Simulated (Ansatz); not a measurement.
## ZrB2: pressure series

Take ZrB₂ (space group P6/mmm, No. 191; a = 3.155 Å, c = 3.506 Å) as the base.

Cell and atoms are relaxed at each pressure.

All numbers come from PBEsol in Ansatz (plane waves to 420 eV, PAW, no spin-orbit coupling).

```tsv
pressure (GPa)	volume per atom (Å³/atom)
-2	10.157
-1	?
0	10.075
0.9	10.040
2.1	9.992
9	9.741
15	9.545
22.5	9.325
30	9.126
```

Task: Fit the third-order Birch–Murnaghan form P(V) = (3B₀/2)[(V₀/V)^(7/3) − (V₀/V)^(5/3)]·[1 + (3/4)(B₀′ − 4)((V₀/V)^(2/3) − 1)] (squares taken in P) to the rows shown and predict the withheld row.

Result: Least squares on the printed values gives V₀ = 10.075 Å³/atom, B₀ = 250 GPa, B₀′ = 3.9; this predicts 10.116 Å³/atom, and the run gives 10.115 Å³/atom, in agreement.

Load acts through the strain it causes; cell and atoms are relaxed under it. Stability against distortions was not tested. No other phases were tried under pressure. The final runs are not spin-polarised.

Ansatz is a quantum-chemistry and plane-wave program.
